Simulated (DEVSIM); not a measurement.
Device: Ti/SiO2/n-Si capacitor, at 300 K.

```csv
layer (left to right),material,thickness (nm),Nd (cm⁻³)
1,SiO2,3.30,-
2,Si,2200,7e16
```

Metal gate on the left, work function 4.33 eV. Fixed charge at the semiconductor interface 0 cm⁻² (in units of +e); no interface traps.

Constants are typed, rounded textbook-type inputs, not results; the design itself was drawn at random and stands for no fabricated device. Values at 300 K; Nc and Nv go as T^1.5, mobilities as T to minus their exponent, the gap by Varshni's rule with the affinity fixed.

```tsv
parameter	SiO2	Si
gap (eV)	9	1.124
affinity (eV)	0.9	4.05
permittivity	3.9	11.7
Nc (cm⁻³)	-	2.86e19
Nv (cm⁻³)	-	3.1e19
Varshni α (eV/K)	-	0.000473
Varshni β (K)	-	636
```

Simulated with DEVSIM: 1D Poisson equation in equilibrium, Boltzmann statistics, complete ionisation; no quantum confinement or tunnelling. Metal contacts follow the ideal Schottky-Mott rule: no Fermi-level pinning, no interface dipoles.

The temperature was swept, all else fixed.

```
temperature (K)  minimum of the low-frequency capacitance (μF/cm²)  threshold voltage (band bending 2φF) (V)  flat-band voltage (V)
---------------  -------------------------------------------------  ----------------------------------------  ---------------------
250                                                         0.0827                                     -0.87                   0.16
300                                                         0.0863                                     -0.82                   0.12
350                                                         0.0940                                     -0.76                   0.09
400                                                          0.101                                     -0.71                   0.06
450                                                          0.112                                     -0.65                   0.02
500                                                          0.129                                     -0.59                  -0.01
```

From the first row to the last the minimum of the low-frequency capacitance goes from 0.0827 to 0.129. From the first row to the last the threshold voltage (band bending 2φF) goes from -0.87 to -0.59.
